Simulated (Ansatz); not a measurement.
Consider interstitial N in corundum, charge state -1. Level of theory: PBE, PAW (plane waves to 420 eV; Ansatz, a quantum-chemistry and plane-wave program).

120-site cell at the relaxed PBE lattice, the Γ point alone, smearing 0.01 eV, spin-restricted, no finite-size correction. Energies are static. The charge state is imposed; whether it is stable for some Fermi level was not computed. Sites that were not tried may lie lower.

Barriers: single points on a 2×2×2 k-point mesh shifted by half a step along c at the bands' geometries.

A. several atoms move together, O the farthest; the atom moves 1.99 Å along (0.16, -0.16, 0.11) of the unit cell; at the start the N atom holds a host O site and a host atom stands off its site; at the end the N atom holds a host O site and a host atom stands off its site; the moving atom starts with neighbours Al at 1.82, Al at 1.92; N at 1.50; O at 2.12 Å and ends with Al at 1.82, Al at 1.92; N at 1.50; O at 2.12 Å; saddle order not checked, on a symmetry element.
B. several atoms move together, N the farthest; the atom moves 1.74 Å along (-0.42, -0.21, 0.00) of the unit cell; at the start the N atom holds a host O site and a host atom stands off its site; at the end the N atom holds a host O site and a host atom stands off its site; the moving atom starts with neighbours Al at 1.83, 2 Al at 1.86; O at 1.45 Å and ends with Al at 1.83, 2 Al at 1.86; O at 1.45 Å; the start lies 0.10 eV above the lowest site run; saddle order not checked, on a symmetry element.

A band can be held on a symmetry element, so unchecked saddle points there may be too high.

Question: Put the candidates in order of forward barrier, lowest first, for PBE, PAW.

Answer: B (1.17 eV), A (1.26 eV)
